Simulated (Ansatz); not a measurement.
The starting structures come from a database of crystals and need not be the phases stable at ambient conditions.

Data:

```
LiTaO3
1.0
    6.41438     0.00000     0.00000
    0.00000     8.54838     0.00000
    0.00000     0.00000     4.92779
Li Ta O
4 4 12
Direct
  0.50000   0.00000   0.00000
  0.00000   0.00000   0.50000
  0.00000   0.50000   0.50000
  0.50000   0.50000   0.00000
  0.31283   0.75000   0.46221
  0.68717   0.25000   0.53779
  0.18717   0.25000   0.96221
  0.81283   0.75000   0.03779
  0.03406   0.75000   0.31208
  0.96594   0.25000   0.68792
  0.46594   0.25000   0.81208
  0.53406   0.75000   0.18792
  0.81795   0.91953   0.81803
  0.18205   0.08047   0.18197
  0.68205   0.08047   0.31803
  0.31795   0.91953   0.68197
  0.31795   0.58047   0.68197
  0.68205   0.41953   0.31803
  0.18205   0.41953   0.18197
  0.81795   0.58047   0.81803
```

Space group of this cell: Pnma. The cell is taken as given; by PBEsol its mean pressure is -5.2 GPa.

Transport runs along the normal of the first two printed cell vectors.

No gap correction and no spin-orbit coupling; mid-gap values are interpolated between computed energies.

**Question.** Estimate the band gap and the smallest decay constant κ at mid-gap that PBEsol (Ansatz, a program for electronic structure) returns for this system.

**Answer.** Gap 3.47 eV on a 6×4×6 mesh; κ = 0.530 1/Å, at (0.000, 0.250) of the in-plane reciprocal vectors. At the zone centre, at the nearest computed energy, the slowest state has κ = 0.53 1/Å.
